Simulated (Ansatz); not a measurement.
Consider the following.

End structure of Cl on the 1x1 (110) surface of bcc Mo, one in a 2x2 cell, started at the site 'hollow Mo-Mo-Mo':

```xyz
17
Lattice="5.4747 0.0000 0.0000 -1.8249 5.1616 0.0000 0.0000 0.0000 26.0000" Properties=species:S:1:pos:R:3 pbc="T T T"
Mo     0.9124     1.2904     9.7315
Mo     0.0000     3.8712     9.7315
Mo     3.6498     1.2904     9.7315
Mo     2.7373     3.8712     9.7315
Mo     0.0000     0.0000    11.8730
Mo    -0.9124     2.5808    11.8730
Mo     2.7373     0.0000    11.8730
Mo     1.8249     2.5808    11.8730
Mo     0.9090     1.2928    14.1251
Mo     0.0022     3.8639    14.1416
Mo     3.6574     1.2908    14.1416
Mo     2.7555     3.8584    14.0871
Mo     0.0457    -0.0120    16.3042
Mo    -1.0029     2.6447    16.3237
Mo     2.7963    -0.0417    16.2277
Mo     1.8514     2.5417    16.3042
Cl     0.3163     1.7119    18.2287
```

Slab: 17 atoms, 6.5 Å thick at the start under the adsorbate (thin: gaps and levels are the slab's own); k 6x6x1, smearing 0.1 eV, dipole-corrected; 8 atoms held, the rest relaxed; symmetry of the start imposed; no spin, no spin-orbit, no U, no dispersion correction. At the end it is bonded to 3 Mo. In PBE it is, or lies within 0.03 eV of, the lowest of the starts that converged.

A negative adsorption energy means that the adsorbate is more stable on the surface than in its reference.

Task: Predict the change of the work function from PBE (Ansatz, a first-principles code).

Result: -0.14 eV

Task: Give the adsorption energy against ½ Cl2(g) at the level PBE.

Result: -2.83 eV

Task: What change of the step from the bottom to the top vacuum level, against the clean slab does PBE give?

Result: -0.10 eV

Task: What work function of the top face does PBE give?

Result: 4.45 eV
